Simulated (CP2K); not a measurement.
CP2K run on TiO (P1, 2 atoms in the cell): self-consistent single point.

Method: LDA (Pade form), GPW, DZVP-MOLOPT-PBE-GTH basis, GTH-PBE potentials (POTENTIAL_UZH) in CP2K.

```
CELL_PARAMETERS angstrom
      2.81016     0.00000     0.00000
     -1.40508     2.43367     0.00000
      0.00000     0.00000     2.82385
ATOMIC_POSITIONS crystal
  Ti 0.67449 0.34185 0.99254
  O  0.99218 0.99149 0.50746
```

Reference input (self-consistent single point, DFT PBEsol, GPW, DZVP-MOLOPT-PBE-GTH basis, GTH-PBE potentials (POTENTIAL_UZH)): CUTOFF = 600 Ry; REL_CUTOFF = 50 Ry; SMEAR/METHOD = FERMI_DIRAC; ELECTRONIC_TEMPERATURE = 1160.45 K; KPOINTS/SCHEME = MONKHORST-PACK 11 11 10; GAMMA_CENTERED = T; XC_FUNCTIONAL = PBE:PBESOL; Ti/BASIS_SET = DZVP-MOLOPT-PBE-GTH-q12; Ti/POTENTIAL = GTH-PBE-q12; O/BASIS_SET = DZVP-MOLOPT-PBE-GTH-q6; O/POTENTIAL = GTH-PBE-q6; METHOD = GPW. This run's input differs from it in these lines:

```diff
@@ -44,6 +44,3 @@
     &XC
-      &XC_FUNCTIONAL
-        &PBE
-          PARAMETRIZATION PBESOL
-        &END PBE
+      &XC_FUNCTIONAL PADE
       &END XC_FUNCTIONAL
```

The program printed (abridged):

```
 SCF WAVEFUNCTION OPTIMIZATION

  Step     Update method      Time    Convergence         Total energy    Change
     1 NoMix/Diag. 0.30E+00      -     0.86139134       -74.6150941707 -7.46E+01
     2 Broy./Diag. 0.30E+00      -     0.05608005       -74.1184332736  4.97E-01
     3 Broy./Diag. 0.30E+00      -     0.06898854       -74.2209319153 -1.02E-01
     4 Broy./Diag. 0.30E+00      -     0.01778735       -74.1190720021  1.02E-01
     5 Broy./Diag. 0.30E+00      -     0.01905806       -73.9627034364  1.56E-01
     6 Broy./Diag. 0.30E+00      -     0.01061683       -73.9943632155 -3.17E-02
   [... 5 lines left out ...]
    12 Broy./Diag. 0.30E+00      -     0.00000877       -74.0201563548  4.77E-05
    13 Broy./Diag. 0.30E+00      -     0.00000165       -74.0201421321  1.42E-05
    14 Broy./Diag. 0.30E+00      -     0.00000100       -74.0201450105 -2.88E-06
    15 Broy./Diag. 0.30E+00      -     0.00000054       -74.0201458159 -8.05E-07
  *** SCF run converged in    15 steps ***

  Overlap energy of the core charge distribution:               0.00000000000000
  Self energy of the core charge distribution:               -148.16776588002651
  Core Hamiltonian energy:                                     38.91401567129750
  Hartree energy:                                              45.95068573054391
  Exchange-correlation energy:                                -10.71692859804330
  Electronic entropic energy:                                  -0.00015273972663
  Fermi energy:                                                 0.52007749178386

  Total energy:                                               -74.02014581588510
  Total energy (extrapolated to T->0):                        -74.02006944602179

                     Mulliken Population Analysis

   [... lines left out ...]

 STRESS| Analytical stress tensor [bar]
 STRESS|                        x                   y                   z
 STRESS|      x       -8.80434463463E+04   2.05330989313E+02  -2.60773544464E+03
 STRESS|      y        2.05330989313E+02  -8.43776988233E+04  -6.10452901471E+03
 STRESS|      z       -2.60773544464E+03  -6.10452901471E+03  -1.05727168763E+05
 STRESS| 1/3 Trace                                            -9.27161046443E+04
```

The run converged in 15 iterations. Against the reference run the pressure goes from -3.55 to -9.27 GPa and the largest force goes from 0.629 to 0.613 eV/Å.

The starting cell comes from a database of computed structures (which also holds hypothetical and non-ambient phases and stackings), without a prior relaxation at this level. Its atoms were displaced at random from the sites of space group no. 187. Spin polarisation is off, so a magnetic state, if there is one, cannot be reached. Values carry the incompleteness of an atom-centred basis. The potentials were made for another functional than the one used. With a pressure of about -9 GPa the cell is away from its equilibrium volume at this level.

Cost on one core of a shared machine: roughly 2 min.
